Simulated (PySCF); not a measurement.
PySCF 2.14.0, R2SCAN/def2-svp, df: Ga(Br)2(OMe) (C[O][Ga]([Br])[Br]), 8 atoms. The geometry is a generated start, not checked to be a minimum at this level.

```yaml
task: energy
method: r2scan
basis: def2-svp
two_electron_scheme: density fitting
mol.max_memory: 3000 MB
mf.max_cycle: 100
mf.conv_tol: 1e-09 (default)
mf.grids.level: 3 (default)
basis_functions: 139
grid_points: 119376
```

```xyz
8

Ga     0.4440     1.3313     0.7115
Br     1.9623     2.9120     0.1562
Br    -0.8415     1.2487     2.6031
O      0.3668     0.0585    -0.4950
C     -0.3481    -1.1502    -0.6975
H     -0.9437    -1.0604    -1.6097
H      0.3731    -1.9600    -0.8106
H     -1.0129    -1.3800     0.1421
```

With the defaults (mf.DIIS = CDIIS, mf.diis = true, mf.diis_space = 8, mf.level_shift = 0, mf.damp = 0, mf.diis_start_cycle = 1, mf.init_guess = minao, newton = off) it converges in 14 Fock builds. One run each on 2 threads, 1 BLAS thread, with these changes:
- mf.DIIS = EDIIS
- mf.damp = 0.3, mf.diis_start_cycle = 4
- mf.diis_space = 12
- mf.diis_space = 20
- mf.damp = 0.7, mf.diis_start_cycle = 8
- mf.diis = false
- mf.init_guess = sap
- newton = Hessian by the SCF's own integrals
- mf.level_shift = 0.3 Hartree

Problem. Which of these changes keep the SCF from converging, or lead it to another solution?

Solution. No convergence: mf.DIIS = EDIIS; mf.diis = false (the run ends without SCF convergence in 100 cycles). The rest reach the solution of the defaults.

```json
[
 {"setting": "the defaults", "Fock builds": "14", "end": "same solution"},
 {"setting": "mf.diis_space = 20", "Fock builds": "14", "end": "same solution"},
 {"setting": "mf.diis_space = 12", "Fock builds": "14", "end": "same solution"},
 {"setting": "mf.damp = 0.7, mf.diis_start_cycle = 8", "Fock builds": "15", "end": "same solution"},
 {"setting": "mf.level_shift = 0.3 Hartree", "Fock builds": "18", "end": "same solution"},
 {"setting": "mf.damp = 0.3, mf.diis_start_cycle = 4", "Fock builds": "21", "end": "same solution"},
 {"setting": "mf.init_guess = sap", "Fock builds": "30", "end": "same solution"},
 {"setting": "newton = Hessian by the SCF's own integrals", "Fock builds": "44", "end": "same solution"},
 {"setting": "mf.DIIS = EDIIS", "Fock builds": "101", "end": "no convergence"},
 {"setting": "mf.diis = false", "Fock builds": "101", "end": "no convergence"}
]
```

Under newton the count holds the products with the orbital Hessian.
